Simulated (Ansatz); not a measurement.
A self-consistent single point of CaC2 (R3m, 3 atoms in the cell) with Ansatz (a program for electronic structure).

Computed with PBEsol, default PAW files made with PBE (plane waves; Ansatz).

The change in words: lattice scaled by 0.98; basis.ecutwfc: 420 eV → 735 eV. Reference geometry:
```yaml
crystal:
  lattice:
    - [1.93468, 1.11699, 3.93410]
    - [-1.93468, 1.11699, 3.93410]
    - [0.00000, -2.23397, 3.93410]
  atoms:
    - { symbol: Ca, position: [0.00424, 0.00424, 0.00424] }
    - { symbol: C, position: [0.55291, 0.55291, 0.55291] }
    - { symbol: C, position: [0.44709, 0.44709, 0.44709] }
```

Reference input (self-consistent single point, DFT, PBEsol, plane waves, default PAW files made with PBE): basis.ecutwfc = 420 eV; kpoints.mp_grid.grid = 8 8 8; hamiltonian.xc = pbesol; hamiltonian.pseudopotentials = {kind: paw} (the program's default PAW files); scf.occupations.method = fermi_dirac; scf.occupations.width = 0.05 eV. This run's input differs from it in these lines:

Ansatz 0.2 input:
```diff
@@ -3,5 +3,5 @@
   lattice:
-    - [1.93467800, 1.11698700, 3.93410400]
-    - [-1.93467800, 1.11698700, 3.93410400]
-    - [0.00000000, -2.23397400, 3.93410400]
+    - [1.89598400, 1.09464700, 3.85542200]
+    - [-1.89598400, 1.09464700, 3.85542200]
+    - [0.00000000, -2.18929500, 3.85542200]
   atoms:
@@ -11,3 +11,3 @@
 basis:
-  ecutwfc: 420.0
+  ecutwfc: 735.0
 kpoints:
```

Output (repeated stretches shortened):

```
SCF iter   1: F=—  HF=-2286.725459 eV  |F-HF|=—  |Δ(HF+E_count)|=         —  Δρ=6.32e-3  dr2=2.13e-2  ethr=1.77e-3  ⟨swp⟩=6.6  Hψ=5778  notcnv=0
all-band conjugate gradients solve this SCF's bands
preconditioner: auto → none
SCF iter   2: F=—  HF=-2286.719341 eV  |F-HF|=—  |Δ(HF+E_count)|=   6.12e-3  Δρ=1.90e-3  dr2=1.91e-3  ethr=1.18e-4  ⟨swp⟩=2.5  Hψ=1884  notcnv=0
SCF iter   3: F=—  HF=-2286.719394 eV  |F-HF|=—  |Δ(HF+E_count)|=   5.30e-5  Δρ=4.24e-4  dr2=6.95e-5  ethr=1.06e-5  ⟨swp⟩=2.0  Hψ=1133  notcnv=0
SCF iter   4: F=—  HF=-2286.719414 eV  |F-HF|=—  |Δ(HF+E_count)|=   1.99e-5  Δρ=1.70e-4  dr2=1.45e-5  ethr=3.86e-7  ⟨swp⟩=2.6  Hψ=1468  notcnv=0
SCF iter   5: F=—  HF=-2286.719416 eV  |F-HF|=—  |Δ(HF+E_count)|=   2.22e-6  Δρ=6.55e-5  dr2=3.10e-6  ethr=8.07e-8  ⟨swp⟩=2.5  Hψ=1291  notcnv=0
SCF iter   6: F=—  HF=-2286.719416 eV  |F-HF|=—  |Δ(HF+E_count)|=   2.41e-7  Δρ=2.25e-5  dr2=4.82e-7  ethr=1.72e-8  ⟨swp⟩=2.4  Hψ=1092  notcnv=0
SCF iter   7: F=-2286.719416 eV  HF=-2286.719416 eV  |F-HF|=1.62e-8  |Δ(HF+E_count)|=   8.94e-8  Δρ=4.62e-6  dr2=2.15e-8  ethr=5.56e-10  ⟨swp⟩=5.9  Hψ=4293  notcnv=0
SCF 1 converged in 7 iterations: F = -2286.719416 eV  dr2 = 2.15e-8
Free energy (F): -2286.719416 eV
Internal energy: -2286.719416 eV  (E = F + TS)
E sigma→0 (E₀):  -2286.719416 eV
Fermi energy:    6.079916 eV
--- Forces (eV/Å), atoms counted from 1 ---
  atom   1  Ca    -0.00000000     0.00000001    -0.15571071
  atom   2  C      0.00000000    -0.00000011     2.45401012
  atom   3  C      0.00000000     0.00000010    -2.29833566
--- Stress (GPa, compression-positive) ---
        1.227974       0.000000       0.000000
        0.000000       1.227974      -0.000000
        0.000000      -0.000000      11.143766
  P = ⅓ Tr σ = 4.5332 GPa (45.332 kbar)
  The stress holds the Pulay correction. Without it, at fixed plane waves, as pw.x and ABINIT print it: P = 4.5285 GPa
```

The run converged in 7 iterations. Against the reference run the free energy rises by 6.7 meV/atom, the pressure goes from -1.32 to 4.53 GPa, the largest force goes from 0.539 to 2.454 eV/Å and the gap on the mesh goes from 2.595 to 2.562 eV.

The starting cell comes from a database of computed structures (which also holds hypothetical and non-ambient phases and stackings), without a prior relaxation at this level. Its lattice was rescaled by up to half a per cent. One atom was moved a little off its site on purpose. For this run, on top of that: lattice scaled by 0.98. Forces in this geometry exceed 1 eV/Å. Ansatz's pressure includes its estimate of the finite-basis (Pulay) stress.
